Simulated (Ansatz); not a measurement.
Take MgO in the rock salt structure (space group Fm-3m, No. 225; a = 4.214 Å) as the base.

Perturbation: cell and atoms relaxed at a pressure of 1.5 GPa.

Levels (all Ansatz, a program for electronic structure, PAW): PBEsol (420 eV, no spin-orbit coupling); HSE06 (420 eV, no spin-orbit coupling).

The geometry is relaxed with PBEsol.

```
Property          Result
---------------  -------
PBEsol band gap  4.71 eV
```

With HSE06 at the same geometry, the band gap goes up by 1.86 eV (4.71 eV → 6.57 eV).

Single points use the geometry relaxed with PBEsol. Load acts through the strain it causes; cell and atoms are relaxed under it. No phonon test of stability was made. The base started in P3_121 and relaxed to Fm-3m at this level.
